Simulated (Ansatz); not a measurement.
The starting structures come from a database of crystals and need not be the phases stable at ambient conditions.

 Where the default PAW files enter, the runs use the earlier of Ansatz's two default sets.

**Evanescent states of Cd(HO)₂ (P-3m1, not sure to be the ambient phase, 5 atoms a cell, 10.0 Å³ an atom, -2 GPa at this level) along the normal of (100)**

Calculation: r2SCAN (plane waves, PAW; Ansatz, an electronic-structure program).

The gap is the functional's own. No spin-orbit coupling. Mid-gap values are interpolated on the energy grid.

Energies count from the valence-band top; κ is the least over a 8×8 mesh across the current.

| E (eV) | κ (1/Å) | where |
|---|---|---|
| 0.06 | 0.106 | off Γ |
| 0.18 | 0.180 | off Γ |
| 0.30 | 0.221 | off Γ |
| 0.42 | 0.248 | off Γ |
| 0.54 | … | off Γ |
| 0.66 | … | off Γ |
| 0.78 | … | Γ |
| 0.90 | … | Γ |
| 1.02 | … | Γ |
| 1.14 | 0.248 | Γ |
| 1.26 | … | Γ |
| 1.38 | … | Γ |
| 1.50 | … | Γ |
| 1.62 | … | Γ |
| 1.74 | 0.178 | Γ |
| 1.86 | 0.156 | Γ |
| 1.98 | 0.129 | Γ |
| 2.10 | 0.090 | Γ |

**Question.** Complete the blanks.

**Answer.** 
- 0.54, κ (1/Å): 0.267
- 0.66, κ (1/Å): 0.275
- 0.78, κ (1/Å): 0.274
- 0.90, κ (1/Å): 0.266
- 1.02, κ (1/Å): 0.257
- 1.26, κ (1/Å): 0.238
- 1.38, κ (1/Å): 0.226
- 1.50, κ (1/Å): 0.212
- 1.62, κ (1/Å): 0.197
